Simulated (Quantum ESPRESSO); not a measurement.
Worked example: self-consistent single point of NaPt (P1, 2 atoms in the cell) in Quantum ESPRESSO.

Computed with PBEsol, GBRV 1.5 ultrasoft (PBESOL) pseudopotentials (plane waves; Quantum ESPRESSO 7.5).

The change in words: lattice scaled by 0.98. Reference geometry:
```xyz
2
Lattice="2.8510 0.0000 0.0000 -1.4255 2.4690 0.0000 0.0000 0.0000 4.8898" Properties=species:S:1:pos:R:3 pbc="T T T"
Na     1.3681     0.9046     2.4435
Pt     0.0574     1.5644     0.0014
```

Reference input (self-consistent single point, DFT, PBEsol, plane waves, GBRV 1.5 ultrasoft (PBESOL) pseudopotentials): ecutwfc = 40 Ry; ecutrho = 320 Ry; occupations = smearing; smearing = gaussian; degauss = 0.0036749 Ry; potentials = {Na: na_pbesol_v1.5.uspp.F.UPF, Pt: pt_pbesol_v1.4.uspp.F.UPF}; K_POINTS = automatic 11 11 6 0 0 0; conv_thr = 1e-09 Ry; mixing_beta = 0.3. This run's input differs from it in these lines:

```diff
@@ -32,5 +32,5 @@
 CELL_PARAMETERS {angstrom}
-   2.85097000     0.00000000     0.00000000
-  -1.42548500     2.46901200     0.00000000
-   0.00000000     0.00000000     4.88983000
+   2.79395100     0.00000000     0.00000000
+  -1.39697500     2.41963200     0.00000000
+   0.00000000     0.00000000     4.79203300
```

Output (repeated stretches shortened):

```
     Self-consistent Calculation

     iteration #  1     ecut=    40.00 Ry     beta= 0.30

---- Real-time Memory Report at c_bands before calling an iterative solver
           143 MiB given to the printing process from OS
           108 MiB allocation reported by mallinfo(arena+hblkhd)
------------------

     negative rho (up, down):  1.770E-01 0.000E+00

     total energy              =    -305.59439909 Ry
     estimated scf accuracy    <       0.99228326 Ry

     iteration #  2     ecut=    40.00 Ry     beta= 0.30

---- Real-time Memory Report at c_bands before calling an iterative solver
   [... lines left out ...]
           236 MiB given to the printing process from OS
           145 MiB allocation reported by mallinfo(arena+hblkhd)
------------------

     negative rho (up, down):  1.717E-01 0.000E+00

     total energy              =    -305.73092145 Ry
     estimated scf accuracy    <          2.0E-09 Ry

     iteration # 12     ecut=    40.00 Ry     beta= 0.30

---- Real-time Memory Report at c_bands before calling an iterative solver
           236 MiB given to the printing process from OS
           145 MiB allocation reported by mallinfo(arena+hblkhd)
------------------

     negative rho (up, down):  1.717E-01 0.000E+00
     End of self-consistent calculation

     the Fermi energy is    13.0491 ev

!    total energy              =    -305.73092147 Ry
     estimated scf accuracy    <          2.4E-11 Ry
     smearing contrib. (-TS)   =      -0.00010109 Ry
     internal energy E=F+TS    =    -305.73082038 Ry

     convergence has been achieved in  12 iterations

     negative rho (up, down):  1.717E-01 0.000E+00

     Forces acting on atoms (cartesian axes, Ry/au):

     atom    1 type  1   force =     0.00489935   -0.00447808    0.00059550
     atom    2 type  2   force =    -0.00489935    0.00447808   -0.00059550

     Total force =     0.009425     Total SCF correction =     0.000002

     negative rho (up, down):  1.717E-01 0.000E+00
          total   stress  (Ry/bohr**3)                   (kbar)     P=        9.79
   0.00008614  -0.00005024   0.00000086           12.67       -7.39        0.13
  -0.00005024  -0.00007657  -0.00000078           -7.39      -11.26       -0.11
   0.00000086  -0.00000078   0.00019012            0.13       -0.11       27.97

   JOB DONE.
```

The run converged in 12 iterations. Against the reference run the free energy falls by 10.3 meV/atom, the pressure goes from -4.85 to 0.98 GPa and the largest force goes from 0.149 to 0.171 eV/Å.

The starting cell comes from a database of computed structures (which also holds hypothetical and non-ambient phases and stackings), without a prior relaxation at this level. Its atoms were displaced at random from the sites of space group no. 187. For this run, on top of that: lattice scaled by 0.98. Spin polarisation is off.

Cost on one core of a shared machine: roughly 80 s.
